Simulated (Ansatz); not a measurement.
# Ag under a change: isotropic strain +1.50 %

The parent structure is Ag in the fcc (Cu type) structure (space group Fm-3m, No. 225; a = 4.148 Å; relaxed with 0.1 eV smearing).

Perturbation: the cell is scaled by 1.0150 in all directions, atoms relaxed at fixed cell.

Method: PBE (Ansatz, an electronic-structure program), no spin-orbit coupling. Settings: 27×27×27 k-points, 0.1 eV Fermi–Dirac smearing.

The volume per atom rises by 0.815 Å³ (17.85 Å³ → 18.66 Å³) and the space group is still Fm-3m (No. 225). The shortest interatomic distance rises by 0.044 Å to 2.977 Å and the energy goes up by 9.5 meV/atom. The pressure goes from zero to -3.6 GPa and the band gap stays zero.

Cost of the whole job for the changed cell (relaxation, final SCF and bands): roughly 16 core-seconds.

Stability against distortions was not tested.
